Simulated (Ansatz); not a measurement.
Consider Al in the diamond structure (space group Fd-3m, No. 227; a = 6.050 Å; a hypothetical phase, not in the database extracts checked; relaxed with 0.1 eV smearing).

The values are results of PBE (Ansatz, a program for electronic structure), spin-orbit coupling left out, not measurements.

For the base:

* **Pressure**: 0.0 GPa
* **Band gap**: zero

The change: the cell is scaled by 0.9744 in all directions, atoms relaxed at fixed cell.

### Question
How does this affect the pressure, band gap and energy relative to the base?

### Answer
The pressure goes from zero to 3.4 GPa; the band gap stays zero; the energy increases by 21 meV/atom.

The cells carry an imposed strain or load. Stability against distortions was not tested.
